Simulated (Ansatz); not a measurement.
Data:

```
MgPd3
1.0
    3.90540     0.00000     0.00000
    0.00000     3.90540     0.00000
    0.00000     0.00000     3.90540
Mg Pd
1 3
Direct
  0.00000   0.00000   0.00000
  0.00000   0.50000   0.50000
  0.50000   0.00000   0.50000
  0.50000   0.50000   0.00000
```

Method: PBEsol, DFPT electron-phonon coupling, linearised Boltzmann equation (plane waves, PAW, scalar-relativistic; Ansatz, a program for electronic structure). Cell: relaxed with this functional, without spin-orbit coupling.

Q: Estimate the phonon-limited resistivity at 300 K, by direction if it differs.

A: 9.8 μΩ·cm.

Q: And the electrons' mean free path at that temperature?

A: 12.0 nm, weighted by the current that each state carries. Wires not much wider than this gain resistivity from their walls.

A metal at this level (no band gap). Only scattering by harmonic phonons is included (no impurities, grain boundaries, electron-electron scattering or thermal expansion). Spin-orbit coupling is left out. Halving the electron mesh (24x24x24) moves the resistivity by up to 10 % at 300 K, the mean free path by up to 6 %. Smearing 0.20 eV; phonons on a 4x4x4 q mesh, which this run doesn't test.

Computed structure with no diffraction record at hand here (it may be known, metastable or hypothetical): MgPd3 (Pm-3m).
